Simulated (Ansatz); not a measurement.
Results of PBE0-D4 (plane waves, PAW; Ansatz, a program for electronic structure) for 1T (CdI2-type) CaI2.

**Question.** Estimate the interlayer binding energy, layer repeat distance and gap between the layers that the calculation returns.

**Answer.** 
- interlayer binding energy = 12.5 meV/Å²
- layer repeat distance = 6.878 Å
- gap between the layers = 3.348 Å

Spin–orbit coupling is not included.

The computed numbers hold no vibrational or temperature effects.

Computing time: around 21 core-minutes (rough).
